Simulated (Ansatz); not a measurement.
The starting structures come from a database of crystals and need not be the phases stable at ambient conditions.

 Where the default PAW files enter, the runs use the earlier of Ansatz's two default sets.

The decay constant κ of evanescent states in the gap governs leakage through a thin film.

Data:

```yaml
crystal:
  lattice:
    - [4.47018, 0.00000, 0.00000]
    - [0.00000, 5.47645, 0.00000]
    - [0.00000, 0.00000, 12.51970]
  atoms:
    - { symbol: Sr, position: [0.47313, 0.25000, 0.35001] }
    - { symbol: Sr, position: [0.52687, 0.75000, 0.64999] }
    - { symbol: Sr, position: [0.97313, 0.75000, 0.14999] }
    - { symbol: Sr, position: [0.02687, 0.25000, 0.85001] }
    - { symbol: Se, position: [0.50290, 0.25000, 0.07847] }
    - { symbol: Se, position: [0.49710, 0.75000, 0.92153] }
    - { symbol: Se, position: [0.00290, 0.75000, 0.42153] }
    - { symbol: Se, position: [0.99710, 0.25000, 0.57847] }
    - { symbol: O, position: [0.03215, 0.00960, 0.66447] }
    - { symbol: O, position: [0.96785, 0.99040, 0.33553] }
    - { symbol: O, position: [0.53215, 0.99040, 0.83553] }
    - { symbol: O, position: [0.46785, 0.00960, 0.16447] }
    - { symbol: O, position: [0.46785, 0.49040, 0.16447] }
    - { symbol: O, position: [0.53215, 0.50960, 0.83553] }
    - { symbol: O, position: [0.96785, 0.50960, 0.33553] }
    - { symbol: O, position: [0.03215, 0.49040, 0.66447] }
    - { symbol: O, position: [0.87876, 0.25000, 0.05502] }
    - { symbol: O, position: [0.12124, 0.75000, 0.94498] }
    - { symbol: O, position: [0.37876, 0.75000, 0.44498] }
    - { symbol: O, position: [0.62124, 0.25000, 0.55502] }
```

Space group of this cell: Pnma. The cell is taken as given; by PBEsol its mean pressure is -0.6 GPa.

Transport runs along the normal of the first two printed cell vectors.

The gap is the functional's own. No spin-orbit coupling. Mid-gap values are interpolated on the energy grid.

Estimate the band gap and the smallest decay constant κ at mid-gap that Ansatz (a first-principles code) with PBEsol returns for this system.

Gap 3.93 eV on a 8×6×4 mesh; κ = 0.510 1/Å, at (0.500, 0.500) of the in-plane reciprocal vectors. At the zone centre, at the nearest computed energy, the slowest state has κ = 0.53 1/Å.
